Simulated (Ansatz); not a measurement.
Reference: InP (F-43m), PBEsol with spin-orbit coupling, rigid bands (plane waves, PAW; Ansatz, an electronic-structure program); axes and stresses refer to this cell.

```xyz
2
Lattice="0.0000 2.9392 2.9392 2.9392 0.0000 2.9392 2.9392 2.9392 0.0000" Properties=species:S:1:pos:R:3 pbc="T T T"
In     0.0000     0.0000     0.0000
P      1.4696     1.4696     1.4696
```

The hole conductivity mass is 0.56 mₑ and the Seebeck coefficient, n-type 1e19 cm⁻³ is -44 μV/K. The electron conductivity mass is 0.056 mₑ.

```csv
Change,hole conductivity mass,"Seebeck coefficient, n-type 1e19 cm⁻³",electron conductivity mass
uniaxial stress along [110] of -1 GPa (compression positive),?,-43 μV/K,0.054 mₑ
uniaxial stress along [110] of -2 GPa (compression positive),0.47 mₑ,-42 μV/K,0.052 mₑ
uniaxial stress along [110] of 1 GPa (compression positive),?,-44 μV/K,?
uniaxial stress along [110] of 2 GPa (compression positive),0.28 mₑ,-45 μV/K,0.060 mₑ
uniaxial stress along [111] of -1 GPa (compression positive),0.51 mₑ,-43 μV/K,0.054 mₑ
uniaxial stress along [111] of 1 GPa (compression positive),0.42 mₑ,-44 μV/K,?
```

**Question.** Complete the blanks.

**Answer.** 
- uniaxial stress along [110] of -1 GPa (compression positive), hole conductivity mass: 0.51 mₑ
- uniaxial stress along [110] of 1 GPa (compression positive), hole conductivity mass: 0.40 mₑ
- uniaxial stress along [110] of 1 GPa (compression positive), electron conductivity mass: 0.058 mₑ
- uniaxial stress along [111] of 1 GPa (compression positive), electron conductivity mass: 0.058 mₑ

Masses are for dilute carriers at 300 K, harmonic means over directions unless an axis is named. Seebeck coefficients are for the stated density at 300 K, with one relaxation time for all states and whether or not that doping can be reached. Stresses and pressures are the targets of the relaxation.  The structure type is held under load, also where the real crystal would transform.
